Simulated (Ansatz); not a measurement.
An Ansatz (a program for electronic structure) input (Ansatz, LDA, PAW, cutoff 420 eV, without spin-orbit coupling):

Ansatz 0.2 input:
```yaml
crystal:
  lattice:
    - [0, 2.5408134643, 2.6170378682]
    - [2.5408134643, 0, 2.6170378682]
    - [2.5408134643, 2.5408134643, 0]
  atoms:
    - { symbol: Be, position: [0, 0, 0] }
    - { symbol: Se, position: [0.25, 0.25, 0.25] }
basis: { ecutwfc: 420, ecutrho_ratio: 4, xc_grid: 2, fft_grid_basis: typed }
kpoints: { mp_grid: { grid: [11, 11, 11] } }
hamiltonian:
  xc: lda
  dispersion: none
  pseudopotentials: { kind: paw }
scf: { occupations: { method: fermi_dirac, width: 0.05 }, convergence: { dr2_threshold: 0.0000000002 } }
relax: { f_tol: 0.005, max_steps: 50 }
output: { forces: true, stress: true }
checkpoint: { write: state.ck, write_every: 1000 }
```

Question: Which symmetry and how many k-points will the program report, and about how many plane waves at Γ?

Answer: Space group I-4m2 (ITA 119) with 8 operations, k-points 126 of 1331, and 645 plane waves at Γ.

Question: And the final pressure?

Answer: -2.36 GPa (compression positive).

The cells carry an imposed strain or load. Whether these cells are dynamically stable was not tested. The cell was made from BeSe in the zinc blende structure (space group F-43m, No. 216) by this change: uniaxial strain ε_zz = +3.00 %.
